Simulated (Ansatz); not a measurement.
**How the band gap of MgCdS2 (model structure, started from the ScAlN2 type, P3m1, No. 156, 4 atoms in the cell) moves with the method**

No measured value is used here.

```tsv
level (code)	value (eV)
LDA (Ansatz)	1.77
PBEsol+SOC (Ansatz)	1.88 (direct)
r²SCAN+SOC (Ansatz)	2.54 (direct)
HSE06+SOC (Ansatz)	3.06 (direct)
PBE0 (Ansatz)	3.75
```

Computed values are for a static lattice. Spin–orbit coupling is included only where a level's name says +SOC; with heavier elements it mostly lowers gaps and can invert bands.  HSE06+SOC, PBE0: the gap is read on the k mesh or supercell of the run alone and can be too large. Values are at the PBEsol cell. Cutoffs and k meshes differ between the levels. Ansatz's density-functional and Hartree–Fock values are scalar-relativistic unless marked +SOC, with PAW data made under PBE.

A model structure was made by putting elements into a prototype or built by hand; it is no filed structure, need not be a known phase, and can be a saddle point held by its symmetry.

Ansatz is a quantum-chemistry and plane-wave program.
